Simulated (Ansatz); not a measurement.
Structures of equal composition on the (100) surface of rock-salt TiN: S on all N sites of the second plane; S on all N sites of the top plane. The slabs share one bottom face, and each structure is named by its start. These are constructed structures in small cells; real faces may alloy, dewet or reconstruct in larger ones, and not all known structures of the face are among them. Slabs of about 13 Å, Fermi-Dirac smearing of 0.1 eV. Bottom of the slabs: a bare face, its two planes held. Relaxed from the named starts with such symmetry as they have, on meshes of like density; energies extrapolated to zero smearing; spin only where a row says so; no spin-orbit coupling, no U. Brackets mark spin-polarised runs, whose order is one that fits the cell.

All values below come from PBE (plane waves to 420 eV, PAW; Ansatz, a program for electronic structure).

Question: Order them by energy per 1x1 cell (lowest first) at the level PBE.

Answer: S on all N sites of the top plane (0.000 eV (1 S–Ti bonds broke)), S on all N sites of the second plane (1.278 eV (1 N–Ti, 1 S–Ti, 1 Ti–Ti bonds broke))
